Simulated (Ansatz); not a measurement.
How the band gap of La2Ti2O7 (model structure, started from the pyrochlore type, Fd-3m, No. 227, 22 atoms in the cell) moves with the method

No measured value is used here.

| level (code) | value (eV) |
|---|---|
| LDA (Ansatz) | 2.85 |
| PBEsol+SOC (Ansatz) | 2.88 (direct) |
| r²SCAN+SOC (Ansatz) | 3.29 (direct) |

Computed values are for a static lattice. Levels without +SOC have no spin–orbit coupling; where heavier elements are present it shifts gaps, mostly down, and can invert bands.  PBEsol+SOC, r²SCAN+SOC: the gap is read on the k mesh or supercell of the run alone and can be too large. Values are at the PBEsol cell. Cutoffs differ between the levels. Ansatz's density-functional and Hartree–Fock values are scalar-relativistic unless marked +SOC, with PAW data made under PBE.

A model structure was made by putting elements into a prototype or built by hand; it is no filed structure, need not be a known phase, and can be a saddle point held by its symmetry.

Ansatz is a quantum-chemistry and plane-wave program.
